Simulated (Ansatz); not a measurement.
Levels about the gap of amorphous IGZO (In$_{12}$Ga$_{12}$Zn$_{12}$O$_{49}$) (85 atoms in a cell of 1127 Å³, 5.58 g/cm³; zone centre alone, so wide bands show as single levels with stretches between that a denser mesh fills), at the geometry that PBE relaxed, where it gives 3.0 GPa on a denser mesh. The participation number counts the atoms over which a state spreads; weights are charges in smoothed Voronoi cells. The levels come from a single point, so bond lengths are those of that geometry. Method of the levels: r2SCAN, scalar-relativistic without spin-orbit coupling (Ansatz, a program for electronic structure). Sampling: the zone centre alone; Fermi-Dirac width 0.01 eV; collinear spin, started from moments on atoms (the moments died out). The usual formal charges leave 2 holes over, so the level spacing at the Fermi energy parts defect or band states and needn't be the band gap. At PBE the levels at the filled edge of the gap are localised (band-tail or defect states).

It comes from a first-principles melt-quench run, relaxed afterwards. The hot cell started wider than the set density and was brought back towards it in steps. It is a model cell: composition and starting density were chosen by hand, and all elements were melted together. No dispersion term was used. Its density started from a set value of 5.58 and ended at 5.58 g/cm³. Cooling (nominally 1100 K/ps over its main leg) ran many orders faster than in experiment, which tends to leave more defects and strain. One small periodic cell is one sample of the glass; other quenches scatter about these values. The volume was held where the preparation left it and the shape relaxed, at a PBE pressure of 3.0 GPa. Stress components on the final sampling reach 3.1 GPa.

| E - E(highest filled), eV | filling | spin | participation number | largest on | weight O | weight In | weight Zn | weight Ga |
|---|---|---|---|---|---|---|---|---|
| -0.25 | filled | dn | 12.1 | O, 3 neighbours | 0.90 | 0.03 | 0.06 | 0.01 |
| -0.23 | filled | up | 21.6 | O, 3 neighbours | 0.85 | 0.02 | 0.11 | 0.02 |
| -0.23 | filled | dn | 21.6 | O, 3 neighbours | 0.85 | 0.02 | 0.11 | 0.02 |
| -0.16 | filled | up | 7.8 | O, 4 neighbours | 0.87 | 0.01 | 0.10 | 0.01 |
| -0.16 | filled | dn | 7.8 | O, 4 neighbours | 0.87 | 0.01 | 0.10 | 0.01 |
| 0.00 | filled | up | 4.6 | O, 3 neighbours | 0.87 | 0.01 | 0.10 | 0.02 |
| 0.00 | filled | dn | 4.6 | O, 3 neighbours | 0.87 | 0.01 | 0.10 | 0.02 |
| 1.01 | empty | dn | 75.2 | In, 5 neighbours | 0.50 | 0.22 | 0.14 | 0.14 |
| 1.01 | empty | up | 75.2 | In, 5 neighbours | 0.50 | 0.22 | 0.14 | 0.14 |
| 3.20 | empty | up | 34.1 | In, 5 neighbours | 0.58 | 0.29 | 0.05 | 0.07 |
| 3.20 | empty | dn | 34.1 | In, 5 neighbours | 0.58 | 0.29 | 0.05 | 0.07 |
| 3.25 | empty | dn | 38.7 | In, 5 neighbours | 0.60 | 0.25 | 0.08 | 0.08 |
| 3.25 | empty | up | 38.7 | In, 5 neighbours | 0.60 | 0.25 | 0.08 | 0.08 |
| 3.37 | empty | dn | 44.7 | In, 4 neighbours | 0.57 | 0.24 | 0.09 | 0.10 |

Most localised among these is the filled level at +0.00 eV, on a O atom, which has 3 neighbours (O 1.49 Å, Zn 1.99 Å, Zn 2.30 Å).
